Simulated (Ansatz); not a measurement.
**hypothetical diamond Ga with two functionals, 1 layer**

Start from Ga in the diamond structure (space group Fd-3m, No. 227; a = 5.884 Å; a hypothetical phase, not in the database extracts checked). Axes: x, y, z lie along the cube axes.

(Cell as relaxed with PBE.)

Levels (all Ansatz, a quantum-chemistry and plane-wave program, PAW): PBE (420 eV, spin-orbit coupling left out); PBEsol (420 eV, scalar-relativistic without spin-orbit coupling).

Each level relaxes its own structure.

| base | PBE | PBEsol |
|---|---|---|
| volume per atom | 25.47 Å³ | 23.86 Å³ |
| lattice parameter a | 5.884 Å | 5.758 Å |
| band gap | zero | zero |

Now apply this change: a free-standing slab of 1 layer (2 atoms, 2 a layer) is cut normal to [110], with 15 Å of vacuum and the in-plane cell held at bulk.

```csv
quantity,PBE,PBEsol
shortest interatomic distance,2.587 Å,2.532 Å
band gap,zero,zero
```

PBE's shortest interatomic distance lies 0.055 Å above PBEsol's (2.2 %); the two agree on the band gap. Neither level is exact; PBEsol is the comparison here, not a measurement.

Whether these cells are dynamically stable was not tested.
